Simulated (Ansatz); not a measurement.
# Convergence study of the plane-wave cutoff for CoSi (R3, 8 atoms in the cell)

```
CoSi
1.0
    4.42668     0.00000     0.00000
    0.00000     4.42668     0.00000
    0.00000     0.00000     4.42668
Co Si
4 4
Cartesian
  3.78924   2.85078   1.57590
  1.57590   3.78924   2.85078
  0.66631   0.66631   0.66631
  2.85078   1.57590   3.78924
  0.69499   1.51835   2.90833
  2.90833   0.69499   1.51835
  3.73169   3.73169   3.73169
  1.51835   2.90833   0.69499
```

Computed with LDA (PW92), default PAW files made with PBE (plane waves; Ansatz, a first-principles code).

Base settings: basis.ecutwfc = 420 eV; kpoints.mp_grid.grid = 5 5 5; hamiltonian.xc = lda; hamiltonian.pseudopotentials = {kind: paw} (the program's default PAW files); scf.occupations.method = gaussian; scf.occupations.width = 0.1 eV.

The second cell is the first with its lattice scaled by 0.98.

The mesh stays at the base's, so the ladder's end is converged at best in this setting alone.

The first pressure column holds Ansatz's estimate of the finite-basis (Pulay) stress, which hides part of the cutoff error; the other is without it.

Only quantities that move along the ladder and can be compared are tabulated.

The count of work is k-points × plane waves × bands × iterations; it is no time. 

The starting cell has typed, rounded lattice constants, without a prior relaxation at this level. Its lattice was rescaled by up to half a per cent. One atom was moved a little off its site on purpose. Spin polarisation is off. In the base run, with a pressure of about -12 GPa the cell is away from its equilibrium volume at this level.

Steps (basis.ecutwfc): 145 eV; 170 eV; 190 eV; 210 eV; 230 eV; 250 eV; 295 eV; 335 eV; 380 eV; 420 eV; 460 eV; 505 eV; 565 eV; 630 eV; 735 eV; 840 eV; 1010 eV.

Q: What is the coarsest basis.ecutwfc that holds the pressure without the Pulay estimate within 0.1 GPa of the last step, with all finer ones?

A: 460 eV, at 0.27 of the last step's count of work; the step before is off by 0.14 GPa.

Q: What is the coarsest basis.ecutwfc that holds the forces within 0.01 eV/Å of the last step, with all finer ones?

A: 380 eV, at 0.22 of the last step's count of work; the step before is off by 0.020 eV/Å.

Q: What is the coarsest basis.ecutwfc that holds the energy of the compressed cell less the first within 0.5 meV/atom of the last step, with all finer ones?

A: 380 eV, at 0.22 of the last step's count of work; the step before is off by 2.1 meV/atom.

```csv
basis.ecutwfc,free energy less the last step's (meV/atom),energy of the compressed cell less the first (meV/atom),pressure (GPa),pressure without the Pulay estimate (GPa),largest difference of a force vector from the last step's (eV/Å),count of work / last
145 eV,61861.34,-21.09,-29.25,-2886.35,4.585,0.060
170 eV,27955.46,-396.07,-45.20,-1513.82,1.731,0.091
190 eV,15009.03,-432.29,-24.79,-910.69,1.227,0.086
210 eV,7938.09,-37.54,-14.02,-543.09,0.544,0.097
230 eV,4019.52,64.12,-12.18,-314.48,0.516,0.12
250 eV,2045.90,3.37,-10.75,-185.57,0.137,0.12
295 eV,406.05,-30.00,-11.44,-58.07,0.089,0.16
335 eV,70.27,-18.78,-11.70,-22.49,0.020,0.17
380 eV,8.05,-20.60,-11.94,-13.31,0.005,0.22
420 eV,2.19,-20.81,-11.98,-12.14,0.000,0.24
460 eV,1.47,-20.81,-11.98,-12.01,0.000,0.27
505 eV,1.27,-20.81,-11.98,-11.99,0.000,0.30
565 eV,1.05,-20.82,-11.98,-12.01,0.000,0.36
630 eV,0.61,-20.84,-11.99,-12.03,0.000,0.49
735 eV,0.14,-20.87,-11.99,-12.01,0.000,0.61
840 eV,0.07,-20.87,-11.99,-12.00,0.000,0.76
1010 eV,0.00,-20.88,-12.00,-12.00,0.000,1.0
```

The energy difference between the two cells stays within 1 meV/atom of the last step's from 380 eV on, the total only from 630 eV on: much of the error is common to both cells and cancels.

At the lowest cutoff the pressure without the Pulay estimate lies 2870 GPa under the last step's, the usual sign of Pulay stress in an incomplete plane-wave basis.

Keys are those of Ansatz 0.2.
